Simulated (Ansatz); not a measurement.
The cell is made up: elements placed on another compound's structure type, so the phase may be hypothetical.

By PBEsol, the system below comes out a metal.

Without scattering a metal conducts by its projected Fermi surface.

Given:

```yaml
crystal:
  lattice:
    - [5.78119, 0.00000, 0.00000]
    - [-2.89060, 5.00666, 0.00000]
    - [2.89060, 1.66889, 2.36016]
  atoms:
    - { symbol: Al, position: [0.00000, 0.00000, 0.00000] }
    - { symbol: Pd, position: [0.50000, 0.50000, 0.00000] }
    - { symbol: Pd, position: [0.50000, 0.00000, 0.00000] }
    - { symbol: Pd, position: [0.00000, 0.50000, 0.00000] }
    - { symbol: N, position: [0.00000, 0.50000, 0.50000] }
```

Space group of this cell: Pm-3m, anti-perovskite. The cell was relaxed by PBE-D3(BJ); by PBEsol its mean pressure is -1.5 GPa.

The current flows along the normal of the first two printed cell vectors. No spin-orbit coupling; the value is a mean over 0.1 eV about the Fermi level.

State the ballistic conductance per area according to Ansatz (a quantum-chemistry and plane-wave program) with PBEsol.

0.42 × 10¹⁵ S/m² for both spins.
